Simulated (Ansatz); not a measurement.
# Response to strain in WSe2

The reference is WSe$_{2}$ (space group P6_3/mmc, No. 194; layered, stacked along the Cartesian z axis).

```
WSe2
1.0
    3.23049     0.00000     0.00000
   -1.61525     2.79769     0.00000
    0.00000     0.00000    12.41108
W Se
2 4
Direct
  0.66667   0.33333   0.75000
  0.33333   0.66667   0.25000
  0.66667   0.33333   0.38545
  0.33333   0.66667   0.88545
  0.33333   0.66667   0.61455
  0.66667   0.33333   0.11455
```

Cartesian axes are those of the cell as printed.

Strains are applied to the cell and any free atomic positions relax.

The values are results of PBEsol-D3(BJ) (Ansatz, an electronic-structure program), scalar-relativistic without spin-orbit coupling, not measurements.

Notes on the quantities. energy relative to the base: free energy F.

```tsv
uniaxial strain ε_xx (%)	energy relative to the base (meV/atom)
-3	13.0
-2.4	8.2
-1.8	4.5
-1.2	?
-0.6	0.5
0	0.0
```

Task: Fit ΔE = Aε² + Bε³ (ε in %) to the rows shown and predict the withheld row.

Result: Least squares on the printed values gives A = 1.32 and B = -0.041 meV/atom (largest residual 0.0 meV/atom); this predicts 2.0 meV/atom, and the run gives 2.0 meV/atom, in agreement.

Whether these cells are dynamically stable was not tested.
